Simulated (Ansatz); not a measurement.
## C under a change: electrons 2.0×10^22 cm⁻³

Start from C in the diamond structure (space group Fd-3m, No. 227; a = 3.560 Å).

Perturbation: electron doping at 2.0×10^22 cm⁻³ (0.226 per cell), with a uniform compensating background at fixed cell and a 300 K Fermi–Dirac width.

All numbers come from r2SCAN in Ansatz (plane waves to 500 eV, PAW, no spin-orbit coupling), earlier PAW set. Settings: 36×36×36 k-points, 0.0259 eV Fermi–Dirac smearing.

```csv
quantity,base,changed,shift
gap between the host's bands,4.36 eV,4.25 eV,-0.11 eV
gap character,"indirect, Γ → a point along ⟨100⟩, about 1.3 Å⁻¹ from Γ","indirect, Γ → a point along ⟨100⟩, about 1.3 Å⁻¹ from Γ",–
Fermi level relative to the doped band's edge (positive inside the band; to 0.05 eV),–,+1.30 eV,–
```

Final structure:

```
CELL_PARAMETERS angstrom
      0.00000     1.78014     1.78014
      1.78014     0.00000     1.78014
      1.78014     1.78014     0.00000
ATOMIC_POSITIONS crystal
  C  0.50000 0.50000 0.50000
  C  0.75000 0.75000 0.75000
```
Cell charge -0.225642.

Charged cell with a jellium background: band edges are those of the host's band count, energies are not comparable with the neutral cell, and many-body gap narrowing is missing. Stability against distortions was not tested.

Ansatz is an electronic-structure program.
